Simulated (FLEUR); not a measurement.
A self-consistent single point of InSb₃ (Fm-3m, 4 atoms in the cell) with FLEUR.

Level of theory: PBEsol, all-electron FLAPW (FLEUR), scalar-relativistic valence in FLEUR.

```
CELL_PARAMETERS angstrom
      0.00000     3.79455     3.79455
      3.79455     0.00000     3.79455
      3.79455     3.79455     0.00000
ATOMIC_POSITIONS crystal
  In 0.00000 0.00000 0.00000
  Sb 0.25000 0.25000 0.25000
  Sb 0.75000 0.75000 0.75000
  Sb 0.50000 0.50000 0.50000
```

Reference input (self-consistent single point, DFT, PBEsol, all-electron FLAPW (FLEUR), scalar-relativistic valence): Kmax = 3.8 1/bohr; GmaxXC = 15.2 1/bohr; xcFunctional = PBEs; jspins = 1; l_soc = F; mode = hist; fermiSmearingEnergy = 0.00367493 Htr; mesh (inpgen div1-3) = 4 4 4; inpgen gamma flag = false; Gmax = 15.2 1/bohr; numbands = 0; maxIterBroyd = 99. This run's input differs from it in these lines:

```diff
@@ -17,3 +17,3 @@
 &exco xctyp='PBEs' /
-&kpt div1=4 div2=4 div3=4 /
+&kpt div1=5 div2=5 div3=5 /
 &end /
```

The program printed (abridged):

```
 Iteration:     1   Distance:       2.73713059 me/bohr^3
 Iteration:     2   Distance:       2.55658426 me/bohr^3
 Iteration:     3   Distance:       1.12812000 me/bohr^3
 Iteration:     4   Distance:       0.23370164 me/bohr^3
 Iteration:     5   Distance:       0.18904688 me/bohr^3
   [... 6 lines left out ...]
 Iteration:    12   Distance:       0.00028764 me/bohr^3
 Iteration:    13   Distance:       0.00002679 me/bohr^3
 Iteration:    14   Distance:       0.00002226 me/bohr^3
 Iteration:    15   Distance:       0.00000683 me/bohr^3
 Run finished successfully
 Stop message:
   Structural relaxation: Done

[file out, last iteration]
             iter=     16
[...]
          total density-effective poten   -4.1994808452E+04
          total charge density-energy d   -6.6100415241E+02
 Updated energy parameters for spin:           1
[...]
 fermi energy and band-weighting factors:

[...]
FERMIE:
          first approx. to ef    (T=0)  :   0.283396 htr   (energy of the highest occ. eigenvalue)
          number of occ. states  (T=0)  :        294
          first approx. to seigv (T=0)  : -23.544901 htr
          sum of weights of occ. states :  29.064000
          sum of semicore charge        :   0.000000 e
FERHIS:  Fermi-Energy by histogram:
          bandgap                     :   0.002879 htr
   [... lines left out ...]
          charge neutrality (T=0)     :   0.128000    (zero if the highest occ. eigenvalue is "entirely" occupied)
     EF_NEWTON:  Adjust Fermi-Energy by Newton-Method.
 Direct bandgap for spin            1 :    9.7693335125777492E-003  Htr
 ---->    free energy=                    -25323.1254705578 htr
   [... lines left out ...]
 TOTAL FORCE FOR ATOM TYPE=  1  X=  0.000   Y=  0.000   Z=  0.000
                       FX_TOT= 0.000000 FY_TOT= 0.000000 FZ_TOT= 0.000000
 TOTAL FORCE FOR ATOM TYPE=  2  X=  3.585   Y=  3.585   Z=  3.585
                       FX_TOT= 0.000000 FY_TOT= 0.000000 FZ_TOT= 0.000000
 TOTAL FORCE FOR ATOM TYPE=  3  X=  7.171   Y=  7.171   Z=  7.171
                       FX_TOT= 0.000000 FY_TOT= 0.000000 FZ_TOT= 0.000000
 Structural relaxation: Done
```

The run converged in 15 iterations. FLEUR gives forces in its relaxation mode, with a further iteration, so its stop message speaks of a relaxation. Against the reference run the free energy falls by 9.6 meV/atom.

The starting cell comes from a database of computed structures (which also holds hypothetical and non-ambient phases and stackings), without a prior relaxation at this level. Spin-orbit coupling is off. Values depend on the basis (sphere radii, cutoffs, local orbitals), which need not be converged. No gap is read from this output. The log's line on a gap gives a spacing of levels on this mesh, which the program prints for metals too.

Cost on one core of a shared machine: roughly 2 min.
